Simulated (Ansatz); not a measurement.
Amorphous Si24O51Sc2, 77 atoms at 2.28 g/cm³, one PBE-relaxed geometry, zone centre. Methods: PBE, scalar-relativistic without spin-orbit coupling (Ansatz, a program for electronic structure); r2SCAN, scalar-relativistic without spin-orbit coupling (Ansatz); HSE06, scalar-relativistic without spin-orbit coupling (Ansatz). Plane waves to 420 eV (r2SCAN 500 eV); exact exchange is cut at the cell's faces. At PBE the levels at both edges of the gap are localised (band-tail or defect states), and the nearest spread-out levels lie 5.3 eV apart at the zone centre. All rungs ran without spin polarisation.

The cell was made by melting and quenching with the CHGNet potential and then relaxed with DFT. O atoms were pushed apart under 1.9 Å during the dynamics, to hinder bonds among them. The hot cell started wider than the set density and was brought back towards it in steps. It is the lowest in DFT energy of 2 quenches. It is a model cell: composition and starting density were chosen by hand, and all elements were melted together. No dispersion term was used. Its density started from a set value of 2.28 and ended at 2.28 g/cm³. The simulated quench (nominally 320 K/ps over its main leg) is rapid and tends to freeze in more defects than a deposited or slowly cooled glass has. One small periodic cell is one sample of the glass; other quenches scatter about these values. The volume was held where the preparation left it and the shape relaxed, at a PBE pressure of -0.7 GPa (tension). Stress components on the final sampling reach 0.7 GPa.

The relaxation ran on the zone centre alone. At PBE the gap between localised states is 3.57 eV on a 2×2×2 Γ-centred mesh, and the spacing at the zone centre alone 3.57 eV.

**Question.** What zone-centre spacing does r2SCAN give, roughly?

**Answer.** 4.07 eV (+0.50 eV against PBE).

**Question.** What zone-centre spacing does HSE06 give, roughly?

**Answer.** 5.42 eV (+1.85 eV against PBE).

The highest filled and the lowest empty state spread over these numbers of atoms (participation numbers): PBE: 3.0 and 1.5; r2SCAN: 2.9 and 1.5; HSE06: 2.9 and 1.8.
